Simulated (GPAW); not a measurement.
Checking a run of GPAW on LuBr (P6_3mc, 4 atoms in the cell). The aim is a self-consistent single point with DFT LDA (Perdew-Wang 92), plane waves, GPAW PAW datasets LDA (gpaw-data 1.0.1).

The input file:

```python
from ase import Atoms
from ase.units import GPa
from gpaw import GPAW, PW

atoms = Atoms(['Lu', 'Lu', 'Br', 'Br'],
              cell=[[3.606870, 0.000000, 0.000000],
                    [-1.803435, 3.123641, 0.000000],
                    [0.000000, 0.000000, 9.871750]],
              scaled_positions=[[0.333333, 0.666667, 0.330990],
                                [0.666667, 0.333333, 0.830990],
                                [0.333333, 0.666667, 0.044010],
                                [0.666667, 0.333333, 0.544010]],
              pbc=True)

calc = GPAW(mode=PW(800),
            xc='LDA',
            occupations={'name': 'methfessel-paxton', 'width': 0.1, 'order': 0},
            nbands=-8,
            symmetry={'symmorphic': False, 'tolerance': 0.0005},
            maxiter=100)

atoms.calc = calc

energy = atoms.get_potential_energy()
print('Energy (eV):', round(energy, 6))
forces = atoms.get_forces()
print('Forces (eV/Ang):')
print(forces.round(5))
stress = atoms.get_stress()
print('Stress (GPa, Voigt):', (stress / GPa).round(4))
```

Output, abridged:

```
Input parameters:
  maxiter: 100
  mode: {ecut: 800.0,
         name: pw}
  nbands: -8
  occupations: {name: methfessel-paxton,
                order: 0,
                width: 0.1}
  symmetry: {symmorphic: False,
             tolerance: 0.0005}

species:
  Lu:
    name: Lutetium
    Z: 71.0
   [... lines left out ...]
  old densities: 5
  Damping of long wavelength oscillations: 50

Hamiltonian:
  XC and Coulomb potentials evaluated on a 48*48*140 grid
  External potential:
    NoExternalPotential

Number of atoms: 4
Number of atomic orbitals: 48
Number of bands in calculation: 40
Number of valence electrons: 64
Bands to converge: occupied

Density initialized from atomic densities
  40 bands from LCAO basis set

Atomic positions and initial magnetic moments

Positions:
   0 Lu    -0.000002    2.082428    3.267451    ( 0.0000,  0.0000,  0.0000)
   1 Lu     1.803437    1.041213    8.203326    ( 0.0000,  0.0000,  0.0000)
   2 Br    -0.000002    2.082428    0.434456    ( 0.0000,  0.0000,  0.0000)
   3 Br     1.803437    1.041213    5.370331    ( 0.0000,  0.0000,  0.0000)

Unit cell:
           periodic     x           y           z      points  spacing
  1. axis:    yes    3.606870    0.000000    0.000000    24     0.1302
  2. axis:    yes   -1.803435    3.123641    0.000000    24     0.1302
  3. axis:    yes    0.000000    0.000000    9.871750    70     0.1410

  Lengths:   3.606870   3.606870   9.871750
  Angles:   90.000000  90.000000 120.000000

Effective grid spacing dv^(1/3) = 0.1402
     iter     time        total  log10-change:
                         energy   eigst   dens
iter:   1 --:--:--   -14.061483
iter:   2 --:--:--   -13.933017   -1.60  -1.28
iter:   3 --:--:--   -13.344410   -1.36  -1.30
iter:   4 --:--:--   -13.359538   -2.02  -1.61
iter:   5 --:--:--   -13.386072   -1.69  -1.75
iter:   6 --:--:--   -13.296772   -2.16  -2.11
iter:   7 --:--:--   -13.309592   -2.29  -2.25
iter:   8 --:--:--   -13.279865c  -2.83  -2.40
iter:   9 --:--:--   -13.280156c  -3.81  -2.94
iter:  10 --:--:--   -13.281197c  -3.77  -2.99
iter:  11 --:--:--   -13.279544c  -4.10  -2.98
iter:  12 --:--:--   -13.279469c  -4.61  -3.47
iter:  13 --:--:--   -13.279447c  -5.48  -3.65
iter:  14 --:--:--   -13.279477c  -5.60  -3.76
iter:  15 --:--:--   -13.279442c  -5.83  -3.81
iter:  16 --:--:--   -13.279442c  -5.82  -4.06c
iter:  17 --:--:--   -13.279439c  -6.71  -4.11c
iter:  18 --:--:--   -13.279439c  -8.02c -4.42c
Converged after 18 iterations.

Dipole moment: (0.000000, -0.000000, -13.445244) |e|*Ang

Energy contributions relative to reference atoms: (reference = -933719.406926)

Kinetic:        +72.034978
Potential:      -60.545250
External:        +0.000000
XC:             -24.369289
Entropy (-ST):   -0.000000
Local:           -0.399877
SIC:             +0.000000
--------------------------
Free energy:    -13.279439
Extrapolated:   -13.279439

 Band  Eigenvalues  Occupancy
   [... 37 lines left out ...]

Fermi level: 7.14667

Gap: 3.256 eV
Transition (v -> c):
  (s=0, k=0, n=31, [0.00, 0.00, 0.00]) -> (s=0, k=0, n=32, [0.00, 0.00, 0.00])
No difference between direct/indirect transitions
Energy (eV): -13.279439

Forces in eV/Ang:
  0 Lu    0.00000    0.00000   -0.93331
  1 Lu   -0.00000   -0.00000   -0.93331
  2 Br   -0.00000    0.00000    0.92104
  3 Br    0.00000   -0.00000    0.92104

Stress tensor:
    -0.140719     0.000000     0.000000
     0.000000    -0.140719     0.000000
     0.000000     0.000000    -0.032728
Stress (GPa, Voigt): [-22.5456 -22.5456  -5.2436   0.       0.       0.    ]
```

Q: Is this run sound? If not, what is wrong?

A: The run is not sound. The fault is a single k-point for a small metallic cell. One k-point cannot sample the Fermi surface of a small cell. To fix it, use a converged k-point mesh. The run converged in 18 iterations without an error; against the sound input the free energy goes up by 1.00 eV/atom, the pressure goes from -4.63 to 16.78 GPa and the largest force goes from 0.124 to 0.933 eV/Å.

An input that runs soundly differs in these lines (not the only fix; some lines may just follow from the change or write a value another way):
```diff
+            kpts=(7, 7, 3),
```

With that input, the run converged in 17 iterations: free energy E − TS (from the program's reference atoms) -17.2935 eV; Fermi level (on the code's own zero) 7.18 eV; pressure -4.63 GPa; largest force (vector length) 0.124 eV/Å (DFT LDA (Perdew-Wang 92), plane waves, GPAW PAW datasets LDA (gpaw-data 1.0.1)).

On the sound input: the starting cell comes from a database of computed structures (which also holds hypothetical and non-ambient phases and stackings), without a prior relaxation at this level. Spin-orbit coupling is off. With a pressure of about -5 GPa the cell is away from its equilibrium volume at this level. The run gives no clean gap (levels at the Fermi energy touch, overlap or are partly filled at this smearing), which alone does not show that the compound is a metal. The log's line on a gap gives a spacing of levels on this mesh, which the program prints for metals too.
